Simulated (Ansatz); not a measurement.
Reference: NiGa (Pm-3m), PBEsol, DFPT electron-phonon coupling, linearised Boltzmann equation (plane waves, PAW, scalar-relativistic; Ansatz, a quantum-chemistry and plane-wave program); geometry: relaxed with this functional, without spin-orbit coupling.

```cif
data_GaNi
_chemical_formula_sum 'Ga1 Ni1'
_space_group_name_H-M_alt 'Pm-3m'
_space_group_IT_number 221
_space_group_name_Hall '-P 4 2 3'
_cell_length_a 2.87265
_cell_length_b 2.87265
_cell_length_c 2.87265
_cell_angle_alpha 90.000
_cell_angle_beta 90.000
_cell_angle_gamma 90.000
loop_
_atom_site_label
_atom_site_type_symbol
_atom_site_symmetry_multiplicity
_atom_site_Wyckoff_symbol
_atom_site_fract_x
_atom_site_fract_y
_atom_site_fract_z
_atom_site_occupancy
Ga1 Ga 1 a 0.00000 0.00000 0.00000 1
Ni1 Ni 1 b 0.50000 0.50000 0.50000 1
```

The resistivity at 300 K is 11.5 μΩ·cm and the mean free path at 300 K comes out as 8.6 nm.

**Question.** Replace Ga by Be on the same sites and relax. What happens?

**Answer.** BeNi (Pm-3m): volume per atom 11.9 to 8.6 Å³; resistivity at 300 K falls (11.5 μΩ·cm to 6.6 μΩ·cm); mean free path at 300 K rises (8.6 nm to 15.9 nm).

Moves up to 15 % count as about the same. Metals; harmonic phonons alone scatter; means over directions. The mean free path is weighted by the current that each state carries. Halving the electron mesh moves these values by up to 10 %; q meshes are mostly untested. Spin-orbit coupling is left out.

Formula and space group known from diffraction (Crystallography Open Database), not checked to be the room-temperature form: NiGa (Pm-3m). Computed structure with no diffraction record at hand here (it may be known, metastable or hypothetical): BeNi (Pm-3m). Treated as nonmagnetic (a ferromagnetic start lost its moment, other orders weren't tried): BeNi (Pm-3m), NiGa (Pm-3m).
